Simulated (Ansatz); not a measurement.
CaZrN2 (R-3m, No. 166, 4 atoms in the cell; start mp-1029267), treated with LDA (Ansatz, a quantum-chemistry and plane-wave program, plane waves, PAW).

Numerical settings: plane-wave cutoff 520 eV, 12×12×12 k mesh, scalar-relativistic PAW data made under PBE.

Cell (relaxed at this level):

```xyz
4
Lattice="1.6305 0.9414 5.5050 -1.6305 0.9414 5.5050 0.0000 -1.8827 5.5050" Properties=species:S:1:pos:R:3 pbc="T T T"
Ca     0.0000     0.0000     0.0000
Zr     0.0000     0.0000     8.2575
N      0.0000     0.0000     3.9439
N      0.0000     0.0000    12.5710
```

Problem. Give the computed Voigt–Reuss–Hill bulk modulus, polycrystal shear modulus (Hill average), Young modulus and Poisson ratio.

Solution. 
Voigt–Reuss–Hill bulk modulus: 188 GPa
polycrystal shear modulus (Hill average): 140 GPa
Young modulus: 336 GPa
Poisson ratio: 0.201

Note: the relaxation could not lower the start's symmetry, so the cell can be a saddle point above a distorted one.

Elastic constants are with the ions relaxed.

The computed numbers hold no vibrational or temperature effects.

A start named mp-… is a Materials Project structure, which need not be a measured phase.
